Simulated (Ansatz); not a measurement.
Consider SiC (space group P6_3mc, No. 186; a = 3.078 Å, c = 10.077 Å). Axes: x lies along a and z along c of the hexagonal cell.

All numbers come from r2SCAN/PAW in Ansatz (a program for electronic structure), without spin-orbit coupling, earlier PAW set.

For the base:

The smallest direct gap is 3.78 eV and the width of the top valence band is 2.56 eV.

Now apply this change: biaxial strain −1.66 %, plane normal [001], relaxed out of plane (Cartesian); in-plane vectors clamped, the third vector and the atoms free.

### Question
Estimate the effect on the ratio −ε⊥/ε∥, smallest direct gap, width of the top valence band and in-plane stress.

### Answer
The ratio −ε⊥/ε∥ comes out as 0.18; the smallest direct gap falls by 0.06 eV, from 3.78 eV to 3.72 eV; the width of the top valence band rises by 0.20 eV to 2.76 eV; the mean in-plane stress (compression positive) comes out as +11.2 GPa.

Whether these cells are dynamically stable was not tested.
